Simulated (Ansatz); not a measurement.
A relaxation of cell and atoms of Al3Os (Pm-3m, 4 atoms in the cell) with Ansatz (a first-principles code).

Level of theory: PBE (plane waves, PAW; Ansatz).

```
CELL_PARAMETERS angstrom
      3.64673     0.00000     0.00000
      0.00000     3.64673     0.00000
      0.00000     0.00000     3.64673
ATOMIC_POSITIONS crystal
  Al 0.00000 0.50000 0.50000
  Al 0.50000 0.50000 0.00000
  Al 0.50000 0.00000 0.50000
  Os 0.00000 0.00000 0.00000
```

Reference input (self-consistent single point, DFT, PBE, plane waves, default PAW files): basis.ecutwfc = 420 eV; kpoints.mp_grid.grid = 12 12 12; hamiltonian.xc = pbe; hamiltonian.pseudopotentials = {kind: paw} (the program's default PAW files); scf.occupations.method = fermi_dirac; scf.occupations.width = 0.1 eV. This run's input differs from it in these lines:

```diff
@@ -20,2 +20,4 @@
   occupations: { method: fermi_dirac, width: 0.1 }
+relax:
+  cell: {}
 output:
```

The program printed (abridged):

```
   [... SCF lines of the steps left out ...]
relax step   1: F+E_penalty+E_count = -12996.80968638 eV  Δ(F+E_penalty+E_count) = +0.000e0 eV  max|allowed force component| = 6.968e-30 eV/Å  Δτ_max = 0.0000 Å  P = +41.745 GPa  Ω = 48.496 Å³  (6 SCF iters, dr2 threshold 1.00e-7 eV, accepted)
relax step   2: F+E_penalty+E_count = -12997.83092216 eV  Δ(F+E_penalty+E_count) = -1.021e0 eV  max|allowed force component| = 1.791e-30 eV/Å  Δτ_max = 0.0000 Å  P = +6.311 GPa  Ω = 55.940 Å³  energy of the carried Pulay correction = -3.436e-3 eV  [...]
   [... lines left out ...]
relax step   7: F+E_penalty+E_count = -12997.87959124 eV  Δ(F+E_penalty+E_count) = -3.415e-5 eV  max|allowed force component| = 2.193e-31 eV/Å  Δτ_max = 0.0000 Å  P = +0.006 GPa  Ω = 58.094 Å³  energy of the carried Pulay correction = -4.352e-5 eV  [...]
relax step   8: F+E_penalty+E_count = -12997.87964333 eV  Δ(F+E_penalty+E_count) = -5.209e-5 eV  max|allowed force component| = 2.891e-31 eV/Å  Δτ_max = 0.0000 Å  P = +0.006 GPa  Ω = 58.094 Å³  stress off target by 5.59e-3 GPa  SCF on the basis [...]
basis re-selected at this cell: Δ(F+E_penalty+E_count) = -5.209e-5 eV, ΔP = -0.000 GPa vs the last step
the relaxation is at rest under the 48 symmetry operations that the run kept from its start: a minimum is not shown …
Stability not checked: this state was not tested for a lower state beside it, because too few of the mixer's solves of this state at the end of the SCF gave a …
Free energy (F): -12997.879643 eV
Internal energy: -12997.820446 eV  (E = F + TS)
   [... lines left out ...]
Fermi energy:    12.964240 eV
  cell:  # Å, volume = 58.0940 Å³
   [... lines left out ...]
    - [-1.9901276092001435e-33, -2.5679065925163143e-34, 3.8729656661021004]
  atoms:
    - { symbol: Al, position: [-1.0562512326188462e-34, 0.5, 0.5] }
    - { symbol: Al, position: [0.5, 0.5, 1.0562512326188569e-34] }
    - { symbol: Al, position: [0.5, 2.112502465237719e-33, 0.5] }
    - { symbol: Os, position: [3.837712811848521e-33, -9.85834483777602e-34, 3.872921186269148e-34] }
```

The run converged.  The full log also holds: “iter 4 did not close the SCF: its close was put off for the readings that it lacked (scf_convergence_deferred on its scf_iter line)”. The full log also holds: “iter 5 did not close the SCF: its close was put off for the readings that it lacked (scf_convergence_deferred on its scf_iter line)”.

Summary of the result:
| Property | Result |
|---|---|
| Free energy E − TS (on the zero of these files) | -12997.8796 eV |
| Fermi level (on the code's own zero) | 12.96 eV |
| Pressure | 0.01 GPa |
| Final cell | a = b = c = 3.873 Å, α = β = γ = 90.00° |
| Final volume per atom | 14.52 Å³ |
| Relaxation steps | 8 |

The starting cell was generated: these elements placed on a structure prototype, without a prior relaxation; it need not be a known phase or ordering of this composition. Its lattice was rescaled by a random factor within 2.5 % of one. Spin polarisation is off. The relaxation keeps the symmetry of its start, so its end need not be a minimum. Ansatz's pressure includes its estimate of the finite-basis (Pulay) stress.

Keys are those of Ansatz 0.2.
